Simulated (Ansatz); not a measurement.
Take CdSe in the zinc blende structure (space group F-43m, No. 216) as the base.

```yaml
crystal:
  lattice:
    - [0.00000, 3.06658, 3.06658]
    - [3.06658, 0.00000, 3.06658]
    - [3.06658, 3.06658, 0.00000]
  atoms:
    - { symbol: Cd, position: [0.00000, 0.00000, 0.00000] }
    - { symbol: Se, position: [0.25000, 0.25000, 0.25000] }
```

Cartesian axes are those of the cell as printed.

The values are results of r2SCAN (Ansatz, a program for electronic structure, PAW, scalar-relativistic without spin-orbit coupling), not measurements.

Modification: the cell is scaled by 1.0100 in all directions, atoms relaxed at fixed cell.

Question: Predict the stress tensor and what it implies for the stiffness.

Answer: Stress of the strained cell less that of the base (GPa, compression positive):
```
  -1.44    0.00    0.00
   0.00   -1.44    0.00
   0.00    0.00   -1.44
```

Then B = −ΔP/(ΔV/V₀) with ΔV/V₀ = 0.0303 gives secant stiffness values (nonlinear terms included at this strain): B ≈ 48 GPa.

No phonon test of stability was made.
